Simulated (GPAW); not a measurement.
## Worked example: self-consistent single point of Ga2CoS4 (I-4, 7 atoms in the cell) in GPAW

Level of theory: LDA (Perdew-Wang 92), GPAW PAW datasets LDA (gpaw-data 1.0.1) (plane waves; GPAW).

Input:

```python
from ase import Atoms
from ase.units import GPa
from gpaw import GPAW

atoms = Atoms(['Ga', 'Ga', 'Co', 'S', 'S', 'S', 'S'],
              cell=[[-2.691771, 2.691771, 5.347799],
                    [2.691771, -2.691771, 5.347799],
                    [2.691771, 2.691771, -5.347799]],
              positions=[[0.000000, 0.000000, 5.347799],
                         [2.691771, 0.000000, 2.673900],
                         [0.000000, 0.000000, 0.000000],
                         [4.027428, 1.294365, -1.355881],
                         [1.294365, 1.356114, 1.355881],
                         [-1.335657, 1.397406, 3.991918],
                         [1.397406, 1.335657, 6.703680]],
              pbc=True)

atoms.set_initial_magnetic_moments([0.0, 0.0, 3.0, 0.0, 0.0, 0.0, 0.0])

calc = GPAW(spinpol=True,
            mode={'name': 'pw', 'ecut': 800},
            xc='LDA',
            kpts=(3, 3, 3),
            occupations={'name': 'fermi-dirac', 'width': 0.05},
            nbands=-4,
            convergence={'density': 1e-05, 'energy': 1e-05, 'bands': -2},
            symmetry={'symmorphic': False, 'tolerance': 0.0005},
            maxiter=120)

atoms.calc = calc

energy = atoms.get_potential_energy()
print('Energy (eV):', round(energy, 6))
forces = atoms.get_forces()
print('Forces (eV/Ang):')
print(forces.round(5))
stress = atoms.get_stress()
print('Stress (GPa, Voigt):', (stress / GPa).round(4))
```

Log, with long lists cut:

```
Input parameters:
  convergence: {bands: -2,
                density: 1e-05,
                energy: 1e-05}
  kpts: [3 3 3]
  maxiter: 120
  mode: {ecut: 800,
         name: pw}
  nbands: -4
  occupations: {name: fermi-dirac,
                width: 0.05}
  spinpol: True
  symmetry: {symmorphic: False,
             tolerance: 0.0005}

species:
  Ga:
    name: Gallium
    Z: 31.0
    valence: 3
    core: 28
    charge: 0.0
    file: Ga.LDA.gz

    # Using partial waves for Ga as LCAO basis

  Co:
    name: Cobalt
    Z: 27.0
    valence: 9
    core: 18
    charge: 0.0
    file: Co.LDA.gz

    # Using partial waves for Co as LCAO basis

  S:
    name: Sulfur
    Z: 16.0
    valence: 6
    core: 10
    charge: 0.0
    file: S.LDA.gz

    # Using partial waves for S as LCAO basis

Reference energy: -186752.714683  # eV

Spin-polarized calculation.
Initial magnetic moment: 3.000000

Convergence criteria:
 Maximum [total energy] change in last 3 cyles: 1e-05 eV / valence electron
 Maximum integral of absolute [dens]ity change: 1e-05 electrons / valence electron
 Maximum integral of absolute [eigenst]ate change: 4e-08 eV^2 / valence electron
 Maximum number of scf [iter]ations: 120

Symmetries present (total): 4
Symmetries with fractional translations: 0
27 k-points: 3 x 3 x 3 Monkhorst-Pack grid
6 k-points in the irreducible part of the Brillouin zone
       k-points in crystal coordinates                weights
   0:     0.00000000    0.00000000    0.00000000          1/27
   1:     0.33333333   -0.33333333    0.00000000          4/27
   2:     0.33333333   -0.33333333    0.33333333          4/27
   3:     0.33333333    0.00000000    0.00000000          8/27
   4:     0.33333333    0.33333333   -0.33333333          2/27
   5:     0.33333333    0.33333333    0.33333333          8/27

Wave functions: Plane wave expansion
  Cutoff energy: 800.000 eV
  Number of coefficients (min, max): 7952, 7984
  Pulay-stress correction: 0.000000 eV/Ang^3 (de/decut=0.000000)

Occupation numbers: Fermi-Dirac:
  width: 0.0500  # eV

Eigensolver

Densities:
  Coarse grid: 45*45*45 grid
  Fine grid: 90*90*90 grid
  Total Charge: 0.000000

Density mixing:
  Method: difference
  Backend: pulay
  Linear mixing parameter: 0.05
  old densities: 5
  Damping of long wavelength oscillations: 50

Hamiltonian:
  XC and Coulomb potentials evaluated on a 90*90*90 grid
  External potential:
    NoExternalPotential

Number of atoms: 7
Number of atomic orbitals: 33
Number of bands in calculation: 25
Number of valence electrons: 39
Bands to converge: 23

Density initialized from atomic densities
  25 bands from LCAO basis set

Atomic positions and initial magnetic moments

Positions:
   0 Ga     0.000000    0.000000    5.347799    ( 0.0000,  0.0000,  0.0000)
   1 Ga     2.691771    0.000000    2.673900    ( 0.0000,  0.0000,  0.0000)
   2 Co     0.000000    0.000000    0.000000    ( 0.0000,  0.0000,  3.0000)
   3 S      4.027428    1.294365   -1.355881    ( 0.0000,  0.0000,  0.0000)
   4 S      1.294365    1.356114    1.355881    ( 0.0000,  0.0000,  0.0000)
   5 S     -1.335657    1.397406    3.991918    ( 0.0000,  0.0000,  0.0000)
   6 S      1.397406    1.335657    6.703680    ( 0.0000,  0.0000,  0.0000)

Unit cell:
           periodic     x           y           z      points  spacing
  1. axis:    yes   -2.691771    2.691771    5.347799    45     0.1069
  2. axis:    yes    2.691771   -2.691771    5.347799    45     0.1069
  3. axis:    yes    2.691771    2.691771   -5.347799    45     0.0846

  Lengths:   6.564314   6.564314   6.564314
  Angles:  131.582630 131.582630  70.889021

Effective grid spacing dv^(1/3) = 0.1194

     iter     time        total  log10-change:  magmom
                         energy   eigst   dens
iter:   1 --:--:--   -38.989460   +0.52           +3.0034
iter:   2 --:--:--   -39.012766   -0.39  -1.03    +2.9870
iter:   3 --:--:--   -38.681954   -0.46  -1.05    +2.9946
iter:   4 --:--:--   -38.526412   -1.08  -1.18    +2.9950
iter:   5 --:--:--   -38.327810   -1.27  -1.37    +2.9987
iter:   6 --:--:--   -38.473121   -1.29  -1.54    +2.9989
   [... 5 lines left out ...]
iter:  12 --:--:--   -38.278832   -2.86  -2.85    +2.9996
iter:  13 --:--:--   -38.282657   -3.14  -3.09    +2.9998
iter:  14 --:--:--   -38.279344   -3.14  -2.76    +3.0001
iter:  15 --:--:--   -38.280587   -3.79  -3.29    +2.9999
iter:  16 --:--:--   -38.280453   -4.19  -3.41    +2.9998
iter:  17 --:--:--   -38.280513c  -4.78  -3.57    +2.9999
iter:  18 --:--:--   -38.280536c  -4.90  -3.65    +2.9999
iter:  19 --:--:--   -38.280560c  -4.45  -3.70    +2.9999
iter:  20 --:--:--   -38.280536c  -5.24  -3.51    +2.9999
iter:  21 --:--:--   -38.280529c  -4.56  -3.59    +2.9999
iter:  22 --:--:--   -38.280503c  -5.42  -3.81    +2.9999
   [... 3 lines left out ...]
iter:  26 --:--:--   -38.280505c  -6.23  -4.40    +2.9999
iter:  27 --:--:--   -38.280503c  -6.34  -4.44    +2.9999
iter:  28 --:--:--   -38.280503c  -6.63  -4.81    +2.9999
iter:  29 --:--:--   -38.280503c  -6.70  -4.88    +2.9999
iter:  30 --:--:--   -38.280503c  -6.99  -4.97    +2.9999
iter:  31 --:--:--   -38.280503c  -7.28  -5.35c   +2.9999
iter:  32 --:--:--   -38.280503c  -7.56c -5.56c   +2.9999

Converged after 32 iterations.

Dipole moment: (2.208239, -2.208239, 0.000002) |e|*Ang

Total magnetic moment: (0.000000, 0.000000, 2.999871)
Local magnetic moments:
   0 Ga ( 0.000000,  0.000000,  0.012366)
   1 Ga ( 0.000000,  0.000000,  0.006830)
   2 Co ( 0.000000,  0.000000,  2.107973)
   3 S  ( 0.000000,  0.000000,  0.089003)
   4 S  ( 0.000000,  0.000000,  0.089003)
   5 S  ( 0.000000,  0.000000,  0.089003)
   6 S  ( 0.000000,  0.000000,  0.089003)

Energy contributions relative to reference atoms: (reference = -186752.714683)

Kinetic:        +40.144193
Potential:      -38.933072
External:        +0.000000
XC:             -39.928749
Entropy (-ST):   -0.007027
Local:           +0.440639
SIC:             +0.000000
--------------------------
Free energy:    -38.284016
Extrapolated:   -38.280503

Spin contamination: 0.001954 electrons
Showing only first 2 kpts
                      Up                     Down
 Kpt  Band  Eigenvalues  Occupancy  Eigenvalues  Occupancy
  0    17      2.18765    1.00000      3.53533    0.98558
  0    18      3.36387    0.99953      4.37494    0.00000
  0    19      3.37315    0.99943      4.53037    0.00000
  0    20      3.37315    0.99943      4.53037    0.00000

  1    17      2.30337    1.00000      3.63280    0.90680
  1    18      2.52772    1.00000      3.88908    0.05465
  1    19      2.88030    1.00000      4.21794    0.00008
  1    20      3.21039    0.99998      4.46468    0.00000

Fermi level: 3.74655

Gap: 0.256 eV
Transition (v -> c):
  (s=1, k=1, n=17, [0.33, -0.33, 0.00]) -> (s=1, k=1, n=18, [0.33, -0.33, 0.00])
No difference between direct/indirect transitions
Energy (eV): -38.280503

Forces in eV/Ang:
  0 Ga    0.00000    0.00000    0.00000
  1 Ga    0.00000    0.00000    0.00000
  2 Co    0.00000    0.00000    0.00000
  3 S     0.36038    0.04266    0.36833
  4 S     0.04266   -0.36038   -0.36833
  5 S    -0.36038   -0.04266    0.36833
  6 S    -0.04266    0.36038   -0.36833

Stress tensor:
     0.047498    -0.000000    -0.000000
    -0.000000     0.047498    -0.000000
    -0.000000    -0.000000     0.048333
Stress (GPa, Voigt): [ 7.61    7.61    7.7438 -0.     -0.     -0.    ]
```

The run converged in 32 iterations. GPAW prints stress with tension positive.

The starting cell comes from a database of computed structures (which also holds hypothetical and non-ambient phases and stackings), without a prior relaxation at this level. Its lattice was rescaled by a random factor within 2.5 % of one. With one magnetic atom in the cell only a parallel order is possible. With a pressure of about -8 GPa the cell is away from its equilibrium volume at this level.

Cost on one core of a shared machine: roughly 5 min.
